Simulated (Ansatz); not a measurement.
The parent structure is BN (space group P6_3/mmc, No. 194; a = 2.501 Å, c = 6.526 Å; layered, stacked along the Cartesian z axis).

Computed with plane-wave PAW DFT at the r2SCAN+rVV10 level (Ansatz, an electronic-structure program, 500 eV), without spin-orbit coupling.

For the base:

```
Quantity                       Result
----------------------------  -------
Gap between the host's bands  4.73 eV
```

One thing is altered: hole doping at 5.0×10^21 cm⁻³ (0.177 per cell), with a uniform compensating background at fixed cell and a 300 K Fermi–Dirac width.

Q: Estimate the effect on the Fermi level from band edge.

A: The Fermi level relative to the doped band's edge (positive inside the band; to 0.05 eV) is +0.20 eV.

Q: What happens to the gap between the host's bands?

A: The gap between the host's bands increases by 0.16 eV (4.73 eV → 4.89 eV).

Charged cell with a jellium background: band edges are those of the host's band count, energies are not comparable with the neutral cell, and many-body gap narrowing is missing. No phonon test of stability was made.
